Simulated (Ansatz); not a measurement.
## SnTe under a change: biaxial strain −0.50 %, plane normal [001], relaxed out of plane

Base system: SnTe in the rock salt structure (space group Fm-3m, No. 225; a = 6.235 Å). Axes: x, y, z lie along the cube axes.

It is then changed as follows: compressive biaxial strain of 0.50 % in the plane normal to [001], as in epitaxy on a mismatched substrate; the out-of-plane cell vector and the atoms relax.

Level of theory: LDA, PAW, 420 eV (Ansatz, an electronic-structure program; no spin-orbit coupling). Settings: 9×9×9 k-points, 0.05 eV Fermi–Dirac smearing.

| quantity | base | changed | shift |
|---|---|---|---|
| volume per atom | 30.30 Å³ | 30.00 Å³ | -0.30 Å³ |
| space group | Fm-3m (No. 225) | I4/mmm (No. 139) | – |
| shortest interatomic distance | 3.117 Å | 3.102 Å | -0.0156 Å |
| energy relative to the base (free energy F) | 0 meV/atom | +0.7 meV/atom | +0.7 meV/atom |
| band gap (uncertain: the edges found look like a band crossing or inverted bands; both cells) | 0.16 eV | 0.14 eV | -0.02 eV |
| out-of-plane strain | – | +0.02 % | – |
| mean in-plane stress (compression positive) | – | +0.8 GPa | – |

Spin-orbit coupling, missing from the scalar runs, can matter with Te. Whether these cells are dynamically stable was not tested. A zero or small gap of SnTe can be the functional's error rather than a property of the material.
